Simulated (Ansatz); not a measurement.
Consider InP in the zinc blende structure (space group F-43m, No. 216; a = 5.827 Å). Axes: x, y, z lie along the cube axes.

Calculations: DFT with LDA, PAW potentials and a 420 eV plane-wave cutoff in Ansatz (a program for electronic structure), no SOC.

For the base:

The volume per atom is 24.73 Å³ and the gap character comes out as direct at Γ. The band gap is 0.58 eV.

It is then changed as follows: tensile biaxial strain of 0.83 % in the plane normal to [111], as in epitaxy on a mismatched substrate; the out-of-plane cell vector and the atoms relax.

Q: What happens to the volume per atom?

A: The volume per atom goes up by 0.29 Å³ (24.73 Å³ → 25.02 Å³).

Q: Predict the new gap character.

A: The gap character stays direct at Γ.

Q: Estimate the effect on the band gap.

A: The band gap falls by 0.12 eV (0.58 eV → 0.46 eV).

No phonon test of stability was made. k-point labels follow each cell's own Brillouin zone.
